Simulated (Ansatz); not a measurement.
Take BAs (space group P6_422, No. 181; a = 3.429 Å, c = 7.403 Å; a hypothetical phase, not in the database extracts checked) as the base.

It is then changed as follows: every lattice vector is stretched by 2.49 %, atoms relaxed at fixed cell.

Levels (all Ansatz, a quantum-chemistry and plane-wave program, PAW): PBEsol (420 eV, no spin-orbit coupling); PBEsol+SOC (420 eV, spin-orbit coupling included).

The geometry is relaxed with PBEsol.

* **PBEsol pressure**: -9.28 GPa
* **PBEsol band gap**: 0.43 eV
* **PBEsol valence-band top at Γ**: 0.00, -0.90, -1.15 eV

### Question
Predict the pressure, band gap and valence-band top at Γ from PBEsol+SOC.

### Answer
The pressure stays -9.28 GPa; the band gap remains 0.43 eV; the valence-band top at Γ (three highest Kramers pairs, from the VBM) becomes 0.00, -0.90, -1.10 eV (PBEsol: 0.00, -0.90, -1.15 eV).

Single points use the geometry relaxed with PBEsol. Differences between runs with and without spin-orbit coupling are approximate. The cells carry an imposed strain or load. Whether these cells are dynamically stable was not tested. The base started in P3_121 and relaxed to P6_422 at this level.
